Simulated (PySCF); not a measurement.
PySCF 2.14.0, PBE0/def2-svpd, df: C[SiH2][SiH2][GeH3], 14 atoms. The geometry is a generated start, not checked to be a minimum at this level.

```json
{
  "task": "energy",
  "method": "pbe0",
  "basis": "def2-svpd",
  "two_electron_scheme": "density fitting",
  "mol.max_memory": "3000 MB",
  "mf.max_cycle": "100",
  "mf.diis_space": "8 (default)",
  "mf.conv_tol": "1e-09 (default)",
  "mf.grids.level": "3 (default)",
  "basis_functions": "186",
  "grid_points": "171200"
}
```

```xyz
14

Si    -1.0699    -1.0909     0.0936
C     -2.3093     0.3508     0.2541
Si     1.0458    -0.4329     0.7902
Ge     2.2121     0.7898    -0.8319
H     -1.5801    -2.2268     0.8751
H     -1.0682    -1.5394    -1.3083
H     -3.1162     0.1070     0.9394
H     -1.8307     1.2534     0.6253
H     -2.7615     0.5942    -0.7028
H      1.0026     0.3975     2.0039
H      1.8920    -1.5754     1.1597
H      3.4236     1.5570    -0.3822
H      1.4131     1.8478    -1.5455
H      2.7467    -0.0322    -1.9707
```

With the defaults (mf.diis = true, mf.init_guess = minao, mf.diis_damp = 0, mf.level_shift = 0, mf.DIIS = CDIIS, mf.damp = 0, mf.diis_start_cycle = 1) it converges in 11 Fock builds. One run each on 2 threads, 1 BLAS thread, with these changes:
- mf.damp = 0.7, mf.diis_start_cycle = 8
- mf.DIIS = EDIIS
- mf.init_guess = 1e
- mf.init_guess = huckel
- mf.DIIS = ADIIS
- mf.level_shift = 0.1 Hartree
- mf.diis = false
- mf.diis_damp = 0.3
- mf.level_shift = 0.3 Hartree

Question: Name the settings that don't reach the solution of the defaults.

Answer: No convergence: mf.diis = false (the run ends without SCF convergence in 100 cycles). The rest reach the solution of the defaults.

```json
[
 {"setting": "the defaults", "Fock builds": "11", "end": "same solution"},
 {"setting": "mf.diis_damp = 0.3", "Fock builds": "11", "end": "same solution"},
 {"setting": "mf.level_shift = 0.1 Hartree", "Fock builds": "11", "end": "same solution"},
 {"setting": "mf.DIIS = ADIIS", "Fock builds": "12", "end": "same solution"},
 {"setting": "mf.init_guess = huckel", "Fock builds": "13", "end": "same solution"},
 {"setting": "mf.level_shift = 0.3 Hartree", "Fock builds": "14", "end": "same solution"},
 {"setting": "mf.damp = 0.7, mf.diis_start_cycle = 8", "Fock builds": "15", "end": "same solution"},
 {"setting": "mf.init_guess = 1e", "Fock builds": "28", "end": "same solution"},
 {"setting": "mf.DIIS = EDIIS", "Fock builds": "64", "end": "same solution"},
 {"setting": "mf.diis = false", "Fock builds": "101", "end": "no convergence"}
]
```
